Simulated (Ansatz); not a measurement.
## 2HA TaS2 (model structure) (like a known undistorted form, which takes a superstructure on cooling)

Calculation: PBEsol (Ansatz, a quantum-chemistry and plane-wave program, plane waves, PAW).

Cell: relaxed at this level.

For 2HA TaS2 (model structure) (like a known undistorted form, which takes a superstructure on cooling), the interlayer binding energy is 5.5 meV/Å² and the layer repeat distance is 6.041 Å. The gap between the layers comes out as 2.923 Å.

Note: the cell has widely spaced layers and the level no dispersion term, so their spacing and the moduli can rest on weak binding.

Spin–orbit coupling is not included.

A model structure was made by putting elements into a prototype or built by hand; here it ended with the formula and space group of a phase in our tables.
